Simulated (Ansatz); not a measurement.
The reference is GaSe in the beta-GaS type structure (space group P6_3/mmc, No. 194; a = 3.705 Å, c = 15.508 Å; layered, stacked along the Cartesian z axis). Axes: x lies along a and z along c of the hexagonal cell.

It is then changed as follows: uniaxial strain ε_xx = −1.22 %, all other strain components held at zero, atoms relaxed at fixed cell.

Levels (all Ansatz, a first-principles code, PAW, earlier PAW set): PBEsol-D3(BJ) (420 eV, no spin-orbit coupling); HSE06 (420 eV, no spin-orbit coupling).

The geometry is relaxed with PBEsol-D3(BJ).

| Item | Result |
|---|---|
| PBEsol-D3(BJ) band gap | 0.82 eV |

With HSE06 at the same geometry, the band gap rises by 0.84 eV (0.82 eV → 1.66 eV).

Single points use the geometry relaxed with PBEsol-D3(BJ). HSE06 gaps are upper bounds (no full band path). Whether these cells are dynamically stable was not tested.
